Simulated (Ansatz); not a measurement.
The starting structures come from a database of crystals and need not be the phases stable at ambient conditions.

 Where the default PAW files enter, the runs use the earlier of Ansatz's two default sets.

Here is the system:

```
CaSnO3
1.0
    5.51729     0.00000     0.00000
   -2.75865     4.77811     0.00000
    2.75865     1.59270     5.10329
Ca Sn O
2 2 6
Direct
  0.72456   0.36228   0.91316
  0.27544   0.63772   0.08684
  0.30847   0.15424   0.53729
  0.69153   0.84576   0.46271
  0.47893   0.44367   0.72803
  0.52107   0.55633   0.27197
  0.82830   0.03526   0.72803
  0.17170   0.96474   0.27197
  0.23671   0.79304   0.72803
  0.76329   0.20696   0.27197
```

Space group of this cell: R-3. The cell is taken as given; by PBEsol its mean pressure is -0.9 GPa.

Transport runs along the normal of the first two printed cell vectors, the (001) plane of the conventional cell.

No gap correction and no spin-orbit coupling; mid-gap values are interpolated between computed energies.

**Question.** State the band gap and the smallest decay constant κ at mid-gap according to Ansatz (a quantum-chemistry and plane-wave program) with PBEsol.

**Answer.** Gap 3.05 eV on a 8×8×8 mesh; κ = 0.298 1/Å, at the zone centre.
